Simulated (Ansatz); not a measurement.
The starting structures come from a database of crystals and need not be the phases stable at ambient conditions.

Here is the system:

```xyz
10
Lattice="5.5223 0.0000 0.0000 0.0000 5.5223 0.0000 2.7612 -2.7612 3.9226" Properties=species:S:1:pos:R:3 pbc="T T T"
Sr     2.7612     0.0000     1.9613
Sr     5.5223     2.7612     1.9613
Ti     0.0000     0.0000     0.0000
Ti     2.7612     2.7612     0.0000
O      1.2648     1.4963     0.0000
O      4.2575     4.0260     0.0000
O      6.7872    -1.4963     3.9226
O      1.4963     4.2575     0.0000
O      2.7612     2.7612     1.9613
O      5.5223     0.0000     1.9613
```

Space group of this cell: I4/mcm. The cell is taken as given; by r2SCAN its mean pressure is -0.8 GPa.

The current runs along the normal of the first two printed vectors, the (001) plane. All runs by Ansatz (a first-principles code), plane waves and PAW, without spin-orbit coupling; the base is r2SCAN.

| run | mean pressure (GPa) | gap (eV) | mid-gap κ (1/Å) |
|---|---|---|---|
| base | -0.8 | 2.33 | 0.260 |
| all lengths scaled by 0.98 | 12.0 | 2.47 | 0.263 |
| all lengths scaled by 1.02 | -10.5 | ? | ? |
| lda in place of r2scan | -8.3 | 1.86 | 0.245 |
| lengths across the current scaled by 0.98, ions clamped | 7.5 | 2.43 | 0.260 |
| lengths across the current scaled by 1.02, ions clamped | -7.4 | ? | ? |
| lengths along the current scaled by 0.97, ions clamped | 5.6 | 2.36 | 0.263 |
| lengths along the current scaled by 1.03, ions clamped | -5.8 | ? | ? |
| pbesol in place of r2scan | -3.0 | 1.91 | 0.245 |

Question: What belongs in the gaps?

Answer: 
- all lengths scaled by 1.02, gap (eV): 2.18
- all lengths scaled by 1.02, mid-gap κ (1/Å): 0.256
- lengths across the current scaled by 1.02, ions clamped, gap (eV): 2.21
- lengths across the current scaled by 1.02, ions clamped, mid-gap κ (1/Å): 0.259
- lengths along the current scaled by 1.03, ions clamped, gap (eV): 2.26
- lengths along the current scaled by 1.03, ions clamped, mid-gap κ (1/Å): 0.254
